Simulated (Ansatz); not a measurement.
Structures of equal composition on the (0001) surface of wurtzite CdSe (Cd plane on top): 2x2 O adatom at H3; 2x2 O adatom at T4. The slabs share one bottom face, and each structure is named by its start. These are constructed structures in small cells; real faces may alloy, dewet or reconstruct in larger ones, and not all known structures of the face are among them. Slabs of about 15 Å with all that they carry, Fermi-Dirac smearing of 0.025 eV. Bottom of the slabs: H caps. Relaxed from the named starts with such symmetry as they have, on meshes of like density; energies extrapolated to zero smearing; no spin-orbit coupling, no U. Spin-polarised runs, if any, are marked in brackets, and their order is one that fits the cell; the others ran without spin. Where a second, spin-polarised start was run, the lower counts.

Host crystal: wurtzite CdSe, with a band gap (PBE, scalar-relativistic without spin-orbit coupling).

Computed with PBE (plane waves to 420 eV, PAW; Ansatz, a first-principles code).

Q: Put the candidates in order of energy per 1x1 cell, lowest first, for PBE.

A: 2x2 O adatom at H3 (0.000 eV, gap 0.60 eV on the mesh), 2x2 O adatom at T4 (0.092 eV (3 Cd–O bonds formed; 1 O–Se bonds broke), gap 0.23 eV on the mesh)
